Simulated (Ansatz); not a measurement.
Structure of amorphous In₉Ga₉Zn₉O₄₁Ta₂ (periodic cell):

```xyz
70
Lattice="9.6089 0.0000 0.0000 0.0000 9.6089 0.0000 0.0000 0.0000 9.6089" Properties=species:S:1:pos:R:3 pbc="T T T"
In     8.2295     1.3147     9.3512
In     0.5575     7.7658     0.8040
In     0.0353     5.7151     7.3960
In     3.6215     4.6713     5.6734
In     8.9389     0.9792     2.7968
In     2.3932     0.9626     0.7283
In     5.7257     2.1065     4.2786
In     3.7135     8.3750     4.1806
In     6.7878     6.6570     5.7454
Ga     5.0570     2.6189     8.4464
Ga     6.8812     8.1258     2.1440
Ga     2.1852     5.7339     2.7566
Ga     8.0432     0.3702     5.9963
Ga     0.3808     3.8884     1.1843
Ga     0.0783     7.7334     4.1497
Ga     3.4271     0.8581     6.6097
Ga     0.8712     2.5167     7.3262
Ga     4.0579     7.3962     0.9239
Zn     6.0921     5.6273     9.0313
Zn     2.5873     4.7651     9.0263
Zn     7.1988     3.5954     6.7082
Zn     3.4884     7.2564     7.2713
Zn     4.2875     3.7910     1.6409
Zn     5.9438     8.8905     8.2474
Zn     9.4648     4.4085     4.6021
Zn     5.5819     0.7697     1.4703
Zn     1.0429     9.1061     7.6227
O      6.8938     4.6888     4.7430
O      4.8239     7.2643     8.7860
O      6.8568     0.5638     2.9524
O      4.3961     0.5605     4.9574
O      8.9388     4.8813     2.6884
O      2.0453     3.1623     1.8611
O      2.3470     5.6122     7.2499
O      7.3425     1.9776     5.4866
O      2.4214     0.7193     2.9792
O      4.3122     1.9128     0.7250
O      0.3035     0.3426     0.8714
O      4.4895     6.7031     5.5331
O      3.8745     5.8415     2.0038
O      4.9349     3.3640     6.6179
O      4.7847     0.8234     7.8657
O      6.9157     2.7240     8.5407
O      6.9916     8.5899     6.6168
O      8.6611     2.6041     1.3261
O      0.1428     7.5551     8.3765
O      6.7297     6.2660     1.2257
O      1.9248     4.6417     4.2415
O      7.3361     5.5400     7.5246
O      1.8617     7.4483     3.5220
O      2.0763     1.2790     8.2111
O      6.9121     9.2867     0.3592
O      2.2286     2.2500     5.8386
O      4.8746     8.5163     2.2021
O      2.5652     8.4029     0.4639
O      8.8446     8.0119     2.4319
O      4.4796     4.3235     9.2518
O      4.0012     3.2473     3.8589
O      6.1377     3.5791     2.3736
O      9.2931     9.4569     4.6976
O      1.2638     5.6941     1.0795
O      6.6730     6.9731     3.6460
O      2.5672     8.7591     6.4098
O      9.1347     6.4446     5.3506
O      9.3783     3.8076     6.4706
O      9.1971     0.9579     7.4324
O      0.3042     2.5009     3.8999
O      0.8173     3.8275     8.8679
Ta     2.1909     2.3731     3.8055
Ta     7.0719     5.1348     2.8385
```

Computed with PBE, scalar-relativistic without spin-orbit coupling (plane waves to 420 eV, PAW; Ansatz, a program for electronic structure).

It comes from a melt-quench run on a machine-learned potential (CHGNet), relaxed afterwards by DFT. O atoms were pushed apart under 1.9 Å during the dynamics, to hinder bonds among them. The hot cell started wider than the set density and was brought back towards it in steps. It is the lowest in DFT energy of 2 quenches. It is a model cell: composition and starting density were chosen by hand, and all elements were melted together. No dispersion term was used. Its density started from a set value of 6.12 and ended at 6.11 g/cm³. The simulated quench (nominally 210 K/ps over its main leg) is rapid and tends to freeze in more defects than a deposited or slowly cooled glass has. One small periodic cell is one sample of the glass; other quenches scatter about these values. The volume was held where the preparation left it, at a PBE pressure of -0.6 GPa (tension). Stress components on the final sampling reach 1.5 GPa.

Neighbours within In-In 3.12 Å, In-Ga 2.90 Å, In-Zn 2.90 Å, In-O 2.90 Å, In-Ta 3.12 Å, Ga-Ga 2.68 Å, Ga-Zn 2.68 Å, Ga-O 2.36 Å, Ga-Ta 2.90 Å, Zn-Zn 2.68 Å, Zn-O 2.46 Å, Zn-Ta 2.90 Å, O-O 1.58 Å, O-Ta 2.60 Å, Ta-Ta 3.12 Å count as bonded. Two cations that share two anions don't count as bonded, nor two that share one unless they lie closer than In-In 3.04 Å, In-Ga 2.82 Å, In-Zn 2.82 Å, In-Ta 3.04 Å, Ga-Ga 2.61 Å, Ga-Zn 2.61 Å, Ga-Ta 2.82 Å, Zn-Zn 2.61 Å, Zn-Ta 2.82 Å, Ta-Ta 3.04 Å.

Task: Give the coordination numbers, mean bond lengths and angles.

Result: 
- Mean coordination of In by anions: 5.89 (2 with 5, 6 with 6, 1 with 7)
- Mean coordination of Ga by anions: 4.67 (4 with 4, 4 with 5, 1 with 6)
- Mean coordination of Zn by anions: 4.56 (6 with 4, 1 with 5, 2 with 6)
- Mean coordination of O: 3.59 (17 with 3, 24 with 4)
- Mean coordination of Ta by anions: 5.50 (1 with 5, 1 with 6)
- Mean In-O bond: 2.265 Å (spread 0.191 Å, 53 counted)
- Mean Ga-O bond: 1.951 Å (spread 0.093 Å, 42 counted)
- Mean Zn-O bond: 2.070 Å (spread 0.111 Å, 41 counted)
- Mean O-Ta bond: 2.001 Å (spread 0.128 Å, 11 counted)
- Bond angle at In: mean 103.5°, spread 30.2°
- Bond angle at Ga: mean 107.5°, spread 24.3°
- Bond angle at Zn: mean 106.9°, spread 25.6°
- Bond angle at O: mean 110.9°, spread 15.2°
- Bond angle at Ta: mean 104.1°, spread 27.3°

Task: List the pairs of like atoms that count as bonded by the rules above.

Result: There are none by these rules.
